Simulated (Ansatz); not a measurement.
## LaGaO₃ (Imma, No. 74, 10 atoms in the cell; start mp-556983; a measured phase of this formula has another space group)

The numbers are results of HSE06+SOC (plane waves, PAW; Ansatz, a first-principles code), not measurements.

Run with plane-wave cutoff 460 eV, 6×6×6 k mesh, Fermi–Dirac smearing 0.01 eV, PAW data made under PBE.

Cell (relaxed with PBEsol):

```cif
data_Ga4La4O12
_chemical_formula_sum 'La4 Ga4 O12'
_space_group_name_H-M_alt 'Imma'
_space_group_IT_number 74
_space_group_name_Hall '-I 2b 2'
_cell_length_a 5.46625
_cell_length_b 7.73400
_cell_length_c 5.53083
_cell_angle_alpha 90.000
_cell_angle_beta 90.000
_cell_angle_gamma 90.000
loop_
_space_group_symop_operation_xyz
  'x, y, z'
  '-x, -y, -z'
  '-x, -y+1/2, z'
  'x, y+1/2, -z'
  'x, -y, -z'
  '-x, y, z'
  '-x, y+1/2, -z'
  'x, -y+1/2, z'
  'x+1/2, y+1/2, z+1/2'
  '-x+1/2, -y+1/2, -z+1/2'
  '-x+1/2, -y, z+1/2'
  'x+1/2, y, -z+1/2'
  'x+1/2, -y+1/2, -z+1/2'
  '-x+1/2, y+1/2, z+1/2'
  '-x+1/2, y, -z+1/2'
  'x+1/2, -y, z+1/2'
loop_
_atom_site_label
_atom_site_type_symbol
_atom_site_symmetry_multiplicity
_atom_site_Wyckoff_symbol
_atom_site_fract_x
_atom_site_fract_y
_atom_site_fract_z
_atom_site_occupancy
La1 La 4 e 0.00000 0.75000 0.00706 1
Ga1 Ga 4 b 0.00000 0.00000 0.50000 1
O1 O 8 g 0.25000 0.54281 0.25000 1
O2 O 4 e 0.00000 0.25000 0.42224 1
```
(The calculation used a cell of 10 atoms; values per cell refer to that cell.)

- band gap = 5.25 eV (on the SCF k mesh) (indirect)
- smallest direct gap on the k points sampled = 5.38 eV

Note: cell and atoms aren't relaxed at this level (largest force component 0.05 eV/Å, pressure 1.1 GPa).

Computing time: roughly 2.0 core-hours.

A start named mp-… is a Materials Project structure, which need not be a measured phase.
